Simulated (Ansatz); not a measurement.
## InP under a change: P → Bi

Base system: InP in the zinc blende structure (space group F-43m, No. 216; a = 5.9073 Å).

It is then changed as follows: every P is replaced by Bi; the structure is relaxed again.

All numbers come from Ansatz (a program for electronic structure), r2SCAN, PAW, cutoff 500 eV, scalar-relativistic without spin-orbit coupling, earlier PAW set. Settings: 12×12×12 k-points, 0.05 eV Fermi–Dirac smearing, for the changed cell.

```yaml
volume_per_atom: 38.59 Å³ (base 25.77 Å³)
density: 6.97 g/cm³ (base 4.70 g/cm³)
lattice_parameter_a: 12.772 bohr (base 11.163 bohr)
shortest_interatomic_distance: 5.530 bohr (base 4.834 bohr)
band_gap: zero (base 1.02 eV)
```

Final structure:

```
CELL_PARAMETERS angstrom
      0.00000     3.37926     3.37926
      3.37926     0.00000     3.37926
      3.37926     3.37926     0.00000
ATOMIC_POSITIONS crystal
  Bi 0.25000 0.25000 0.25000
  In 0.00000 0.00000 0.00000
```

Spin-orbit coupling, missing from the scalar runs, can matter with Bi. Whether these cells are dynamically stable was not tested. For InBi in this form, whether it has been made was not checked.
